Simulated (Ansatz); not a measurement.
Consider the following.

```
CELL_PARAMETERS angstrom
      0.00000     1.79027     1.78132
      1.79027     0.00000     1.78132
      1.79027     1.79027     0.00000
ATOMIC_POSITIONS crystal
  B  0.00000 0.00000 0.00000
  N  0.25000 0.25000 0.25000
```

No spin polarisation.

Calculations: plane-wave PAW DFT at the LDA level (Ansatz, an electronic-structure program, 420 eV), spin-orbit coupling left out. Γ-centred 16×16×16 mesh, Fermi–Dirac width 0.05 eV.

Task: What is the computed valence-band top at Γ (three highest levels, from the VBM)?

Result: 0.00, -0.05, -0.05 eV.

Task: Predict the smallest direct gap.

Result: 8.80 eV.

The cells carry an imposed strain or load. No phonon test of stability was made. The cell was made from BN in the zinc blende structure (space group F-43m, No. 216) by this change: uniaxial strain ε_zz = −0.50 %.
